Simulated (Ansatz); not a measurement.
fcc (Cu type) Al, quasi-harmonic approximation with PBE in Ansatz (an electronic-structure program). The run noted for some of its cells that some bands missed the eigensolver's tolerance.

```
T (K)  α_L (10⁻⁶/K)  C_P (J/mol/K)  bulk modulus B_T (GPa)     γ
-----  ------------  -------------  ----------------------  ----
50              3.6            3.9                    75.9  2.14
100            12.4           13.2                    75.0  2.13
300            23.9            [?]                    69.1  2.16
450            27.3           26.5                    64.2  2.20
500             [?]           27.1                    62.5  2.22
600            30.5           28.2                    59.2  2.25
650            31.6           28.7                    57.5  2.26
700            32.8           29.3                    55.8  2.28
```

### Question
Some entries are withheld; supply them.

### Answer

- 300, C_P (J/mol/K): 24.4
- 500, α_L (10⁻⁶/K): 28.3

Whether this phase is the stable one at each condition was not tested.
